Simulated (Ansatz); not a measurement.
Reference: BN (F-43m), HSE06, rigid bands (plane waves, PAW, scalar-relativistic; Ansatz, a quantum-chemistry and plane-wave program); geometry: cell and atoms relaxed with PBEsol.

```
BN
1.0
    0.00000     1.80284     1.80284
    1.80284     0.00000     1.80284
    1.80284     1.80284     0.00000
B N
1 1
Direct
  0.00000   0.00000   0.00000
  0.25000   0.25000   0.25000
```

| Quantity | Result |
|---|---|
| band gap | 5.80 eV |
| electron conductivity mass | 0.37 mₑ |
| hole conductivity mass | 0.65 mₑ |
| Seebeck coefficient, n-type 1e19 cm⁻³ | -278 μV/K |

Problem. Swap N for P, keeping the structure type. How do these values move?

Solution. BP (F-43m): volume per atom 5.9 to 11.5 Å³; band gap falls (5.80 eV to 1.95 eV); electron conductivity mass falls (0.37 mₑ to 0.32 mₑ); hole conductivity mass falls (0.65 mₑ to 0.37 mₑ); Seebeck coefficient, n-type 1e19 cm⁻³ rises in size (-278 μV/K to -331 μV/K).

Moves up to 5 % count as about the same. Masses are for dilute carriers at 300 K, harmonic means over directions unless an axis is named. Seebeck coefficients are for the stated density at 300 K, with one relaxation time for all states and whether or not that doping can be reached. Spin-orbit coupling is left out.
